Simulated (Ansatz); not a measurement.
Substrate model: Si(111) 1x1 surface, 6 top atoms, 3 bilayers, bottom bilayer H-capped and fixed, every top atom capped by H; cell 11.5 x 6.6 Å; two neighbouring H replaced by SH; about 7 Å thick over the host's atoms, 18 atoms held. Level of theory: PBE-D3(BJ) (plane waves to 420 eV, PAW; Ansatz, a program for electronic structure). Sampling: 1x2x1 k points. The slab states were run without spin polarisation. Results hold for this slab, coverage and mesh. All energies are electronic energies at 0 K, without vibrations. Each state was relaxed from one prepared geometry.

End state of this step: SiH4 exchanges a ligand with a surface S-H group and H2 forms. Atoms near the product:

```
atom    x (Å)   y (Å)   z (Å)
------  -----  ------  ------
H(29)   3.805   6.672  11.045
H(44)   7.701   6.638  11.016
S(46)   6.433   3.554  11.586
H(47)   6.379   6.000  13.256
Si(a0)  4.993   9.454  13.009
H(a1)   6.269   6.407  13.878
H(a2)   4.042  10.537  13.383
H(a3)   4.268   8.264  12.491
H(a4)   5.817   9.088  14.197
```

Task: What energy does it take to move H2 into the gas, one a cell, with the surface relaxed behind it, and what are its closest contacts before it leaves?

Result: 0.08 eV. Its closest contacts to the rest of the cell: H(47)...H(44) 2.68 Å, H(a1)...H(a4) 2.74 Å, H(47)...S(46) 2.96 Å.
